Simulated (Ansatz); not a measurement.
## A computed series for NaCl: pressure series

Consider NaCl in the rock salt structure (space group Fm-3m, No. 225; a = 5.601 Å).

Cell and atoms are relaxed at each pressure.

The values are results of PBEsol/PAW in Ansatz (a quantum-chemistry and plane-wave program), spin-orbit coupling left out, not measurements.

Candidates:
(a) pressure 50 GPa
(b) pressure 3 GPa
(c) pressure 30 GPa
(d) pressure 75 GPa
(e) pressure −2 GPa

Before the change:

| Property | Value |
|---|---|
| Band gap | 5.01 eV |

**Question.** Order them by band gap, highest first.

**Answer.** (c) pressure 30 GPa (6.86 eV), (a) pressure 50 GPa (6.37 eV), (d) pressure 75 GPa (5.84 eV), (b) pressure 3 GPa (5.39 eV), (e) pressure −2 GPa (4.67 eV)

Load acts through the strain it causes; cell and atoms are relaxed under it. No phonon test of stability was made. Competing high-pressure phases were not computed.
